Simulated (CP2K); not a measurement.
**Short convergence ladders for a (100) slab of Ba2H3I (cut from a parent of space group no. 164; 6 atoms in the cell)**

```
CELL_PARAMETERS angstrom
      4.51372     0.00000     0.00000
      0.00000     8.07895     0.00000
      0.00000     0.00000    16.60599
ATOMIC_POSITIONS crystal
  Ba 0.25000 0.68472 0.42153
  Ba 0.25000 0.31528 0.57847
  H  0.25000 0.35610 0.42153
  H  0.25000 0.64390 0.57847
  H  0.75000 0.50000 0.50000
  I  0.75000 0.00000 0.50000
```

Base method: LDA (Pade form), GPW, DZVP-MOLOPT-SR-GTH basis, GTH-PADE potentials (GTH_POTENTIALS) (CP2K).

Base settings: CUTOFF = 500 Ry; REL_CUTOFF = 50 Ry; SMEAR/METHOD = FERMI_DIRAC; ELECTRONIC_TEMPERATURE = 580.23 K; KPOINTS/SCHEME = MONKHORST-PACK 3 2 1; GAMMA_CENTERED = T; XC_FUNCTIONAL = PADE; Ba/BASIS_SET = DZVP-MOLOPT-SR-GTH-q10; Ba/POTENTIAL = GTH-PADE-q10; H/BASIS_SET = DZVP-MOLOPT-SR-GTH-q1.

Core times come from one kind of shared machine, to one figure; runs under 30 s give none.

**The vacuum**

The mesh stays at the base's, so the ladder's end is converged at best in this setting alone.

Only quantities that move along the ladder and can be compared are tabulated; forces are left out, as grid noise moves with the cell.

| vacuum between outermost atoms (Å) | free energy less the last step's (meV/atom) | gap on the mesh (eV) | core time / last (rough) |
|---|---|---|---|
| 3.0 | -474.88 | 1.555 | – |
| 4.0 | -210.63 | 0.991 | – |
| 5.0 | -92.08 | 0.663 | – |
| 6.0 | -38.05 | 0.458 | 0.2 |
| 7.0 | -14.13 | 0.339 | – |
| 8.0 | -4.81 | 0.276 | 0.2 |
| 10.0 | -0.66 | 0.232 | 0.2 |
| 12.0 | -0.16 | 0.224 | 0.3 |
| 14.0 | -0.04 | 0.222 | 0.5 |
| 17.0 | -0.01 | 0.222 | 0.6 |
| 20.0 | -0.01 | 0.222 | 0.5 |
| 25.0 | 0.00 | 0.222 | 0.8 |
| 30.0 | 0.00 | 0.222 | 1 |

Smallest vacuum between outermost atoms (Å) that holds the gap on the mesh within 0.05 eV of the last step, with all finer ones: 10.0, at about 0.2 of the last step's time; the step before is off by 0.054 eV.

Smallest vacuum between outermost atoms (Å) that holds the free energy within 0.5 meV/atom of the last step, with all finer ones: 12.0, at about 0.3 of the last step's time; the step before is off by 0.66 meV/atom.

**The k-point mesh**

Moved along: GAMMA_CENTERED.

Only quantities that move along the ladder and can be compared are tabulated.

```tsv
KPOINTS/SCHEME	free energy less the last step's (meV/atom)	largest difference of a force vector from the last step's (eV/Å)
MONKHORST-PACK 2 1 1	-11.98	0.188
MONKHORST-PACK 2 2 1	15.08	0.086
MONKHORST-PACK 3 2 1	5.37	0.057
MONKHORST-PACK 4 2 1	2.02	0.034
MONKHORST-PACK 4 3 1	0.97	0.016
MONKHORST-PACK 5 3 1	0.34	0.007
MONKHORST-PACK 6 3 1	0.03	0.004
MONKHORST-PACK 6 4 1	0.02	0.008
MONKHORST-PACK 7 4 1	-0.02	0.005
MONKHORST-PACK 9 5 1	-0.01	0.001
MONKHORST-PACK 10 6 1	-0.01	0.001
MONKHORST-PACK 12 7 1	0.00	0.000
MONKHORST-PACK 14 8 1	0.00	0.000
```

Coarsest KPOINTS/SCHEME that holds the free energy within 5 meV/atom of the last step, with all finer ones: MONKHORST-PACK 4 2 1; the step before is off by 5.4 meV/atom.

Coarsest KPOINTS/SCHEME that holds the forces within 0.02 eV/Å of the last step, with all finer ones: MONKHORST-PACK 4 3 1; the step before is off by 0.034 eV/Å.

On the base run: the starting cell comes from a database of computed structures (which also holds hypothetical and non-ambient phases and stackings), without a prior relaxation at this level. The slab is cut from that crystal, and its faces are unrelaxed. Its lattice was rescaled by up to half a per cent. Spin-orbit coupling is off. Spin polarisation is off, though cut faces can carry moments; a gap of a slab can lie between surface states. Values carry the incompleteness of an atom-centred basis. In the base run, forces exceed 1 eV/Å.

Left out of this page: 1 run of the series outside the window shown, repeating another row's setting, or not comparable.
